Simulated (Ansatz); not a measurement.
A self-consistent single point of RbBr (Fm-3m, 2 atoms in the cell) with Ansatz (a first-principles code).

Method: PBE, harder PAW files (source: ansatz) (plane waves; Ansatz).

The change in words: lattice scaled by 0.98; basis.ecutwfc: 30.9 Ry → 34.9 Ry; hamiltonian.pseudopotentials: {kind: paw} (the program's default PAW files) → {kind: paw, source: ansatz}. Reference geometry:
```yaml
crystal:
  lattice:
    - [0.00000, 3.45533, 3.45533]
    - [3.45533, 0.00000, 3.45533]
    - [3.45533, 3.45533, 0.00000]
  atoms:
    - { symbol: Rb, position: [0.00000, 0.00000, 0.00000] }
    - { symbol: Br, position: [0.50000, 0.50000, 0.50000] }
```

Reference input (self-consistent single point, DFT, PBE, plane waves, default PAW files): basis.ecutwfc = 30.9 Ry; kpoints.mp_grid.grid = 6 6 6; hamiltonian.xc = pbe; hamiltonian.pseudopotentials = {kind: paw} (the program's default PAW files); scf.occupations.method = fermi_dirac; scf.occupations.width = 0.0015 Ry. This run's input differs from it in these lines:

Ansatz 0.2 input:
```diff
@@ -3,5 +3,5 @@
   lattice:
-    - [0.00000000, 3.45533500, 3.45533500]
-    - [3.45533500, 0.00000000, 3.45533500]
-    - [3.45533500, 3.45533500, 0.00000000]
+    - [0.00000000, 3.38622800, 3.38622800]
+    - [3.38622800, 0.00000000, 3.38622800]
+    - [3.38622800, 3.38622800, 0.00000000]
   atoms:
@@ -10,3 +10,3 @@
 basis:
-  ecutwfc: 30.9 Ry
+  ecutwfc: 34.9 Ry
 kpoints:
@@ -18,2 +18,3 @@
     kind: paw
+    source: ansatz
 scf:
```

Output, abridged:

```
SCF iter   1: F=—  HF=-9416.253319 eV  |F-HF|=—  |Δ(HF+E_count)|=         —  Δρ=5.40e-2  dr2=4.33e0  ethr=3.10e-3  ⟨swp⟩=7.8  Hψ=1753  notcnv=0
all-band conjugate gradients solve this SCF's bands
preconditioner: auto → none
SCF iter   2: F=—  HF=-9414.539199 eV  |F-HF|=—  |Δ(HF+E_count)|=    1.71e0  Δρ=1.27e-2  dr2=2.07e-1  ethr=3.10e-3  ⟨swp⟩=5.1  Hψ=813  notcnv=0
SCF iter   3: F=—  HF=-9414.480864 eV  |F-HF|=—  |Δ(HF+E_count)|=   5.83e-2  Δρ=5.76e-3  dr2=2.46e-2  ethr=7.97e-4  ⟨swp⟩=3.2  Hψ=535  notcnv=0
SCF iter   4: F=—  HF=-9414.486013 eV  |F-HF|=—  |Δ(HF+E_count)|=   5.15e-3  Δρ=1.04e-3  dr2=9.63e-4  ethr=9.48e-5  ⟨swp⟩=3.2  Hψ=540  notcnv=0
SCF iter   5: F=—  HF=-9414.486910 eV  |F-HF|=—  |Δ(HF+E_count)|=   8.97e-4  Δρ=1.45e-4  dr2=1.24e-5  ethr=3.70e-6  ⟨swp⟩=2.2  Hψ=458  notcnv=0
SCF iter   6: F=—  HF=-9414.486943 eV  |F-HF|=—  |Δ(HF+E_count)|=   3.23e-5  Δρ=2.48e-5  dr2=2.25e-7  ethr=4.78e-8  ⟨swp⟩=3.0  Hψ=603  notcnv=0
SCF iter   7: F=-9414.486943 eV  HF=-9414.486943 eV  |F-HF|=2.08e-8  |Δ(HF+E_count)|=   3.21e-7  Δρ=4.34e-6  dr2=1.37e-8  ethr=3.85e-10  ⟨swp⟩=8.7  Hψ=1623  notcnv=0
SCF 1 converged in 7 iterations: F = -9414.486943 eV  dr2 = 1.37e-8
Free energy (F): -9414.486943 eV
Internal energy: -9414.486943 eV  (E = F + TS)
E sigma→0 (E₀):  -9414.486943 eV
Fermi energy:    4.613625 eV
--- Forces (eV/Å), atoms counted from 1 ---
  atom   1  Rb    -0.00000000     0.00000000     0.00000000
  atom   2  Br     0.00000000     0.00000000    -0.00000000
--- Stress (GPa, compression-positive) ---
        1.645687      -0.000000      -0.000000
       -0.000000       1.645687      -0.000000
       -0.000000      -0.000000       1.645687
  P = ⅓ Tr σ = 1.6457 GPa (16.457 kbar)
  The stress holds the Pulay correction. Without it, at fixed plane waves, as pw.x and ABINIT print it: P = 1.0456 GPa
```

The run converged in 7 iterations. Against the reference run the pressure goes from 0.61 to 1.65 GPa and the gap on the mesh goes from 4.303 to 4.458 eV.

The starting cell has typed, rounded lattice constants, without a prior relaxation at this level. Its lattice was rescaled by up to half a per cent. For this run, on top of that: lattice scaled by 0.98. Ansatz's pressure includes its estimate of the finite-basis (Pulay) stress. Without the estimate this run gives 1.05 GPa. The cutoff lies below the one recommended for these files.
